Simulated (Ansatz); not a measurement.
We consider SnO₂ (I4₁/amd, No. 141, 6 atoms in the cell; start mp-755071; a measured phase of this formula has another space group), described by r²SCAN+rVV10 in Ansatz (plane waves, PAW).

Numerical settings: plane-wave cutoff 560 eV, 12×12×12 k mesh, Fermi–Dirac smearing 0.01 eV, scalar-relativistic PAW data made under PBE.

Cell (relaxed at this level):

```
SnO2
1.0
   -1.99596     1.99596     5.08278
    1.99596    -1.99596     5.08278
    1.99596     1.99596    -5.08278
Sn O
2 4
Direct
  0.75000   0.25000   0.50000
  0.00000   0.00000   0.00000
  0.79581   0.79581   0.00000
  0.54581   0.04581   0.50000
  0.95419   0.45419   0.50000
  0.20419   0.20419   0.00000
```

**Question.** Give the computed band gap.

**Answer.** 
- band gap: 2.36 eV (on the SCF k mesh)

Note: the relaxation could not lower the start's symmetry, so the cell can be a saddle point above a distorted one.

Spin–orbit coupling is not included.

Computed values are for the static lattice.

Cost on a shared machine: around 2.6 core-minutes (rough).

A start named mp-… is a Materials Project structure, which need not be a measured phase.

Ansatz is a program for electronic structure.
